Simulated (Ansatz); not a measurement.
# Carrier properties of monolayer PtSe2

Input:

```
PtSe2
1.0
    3.93538     0.00000     0.00000
   -1.96769     3.40814     0.00000
    0.00000     0.00000    18.98202
Pt Se
1 2
Direct
  0.00000   0.00000   0.50000
  0.33333   0.66667   0.56364
  0.66667   0.33333   0.43636
```

Level of theory: PBE, rigid bands (plane waves, PAW, scalar-relativistic; Ansatz, a program for electronic structure). Condition of this run: biaxial strain +5 %. How the cell was made: cell and atoms relaxed with PBE, then loaded as said.

```yaml
band_gap: 0.98 eV
electron conductivity mass (300 K, dilute): 0.34 mₑ
effective density of states N_c (300 K): 2.4e13 cm⁻²
Seebeck coefficient, n-type 1.9e12 cm⁻², 300 K: -388 μV/K
```

Rigid bands; masses and Seebeck coefficients take one relaxation time τ for all states and one kind of carrier; polarons and phonon drag are left out. Spin-orbit coupling is left out; with 5d elements it also splits d-like band edges.

Model free-standing layer, not matched to a measured one here: monolayer PtSe2.
